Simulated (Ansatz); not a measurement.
Base system: CdSe in the zinc blende structure (space group F-43m, No. 216; a = 6.082 Å). Axes: x, y, z lie along the cube axes.

Method: Ansatz (an electronic-structure program), PBEsol, PAW, cutoff 420 eV, no spin-orbit coupling.

Before the change:

* **Pressure**: 0.00 GPa

Perturbation: tensile biaxial strain of 2.50 % in the plane normal to [111], as in epitaxy on a mismatched substrate; the out-of-plane cell vector and the atoms relax.

Q: What does the calculation give for the ratio −ε⊥/ε∥ and pressure after the change?

A: The ratio −ε⊥/ε∥ comes out as 0.88; the pressure (mean of the normal stresses, compression positive) goes from zero to -1.37 GPa.

Whether these cells are dynamically stable was not tested.
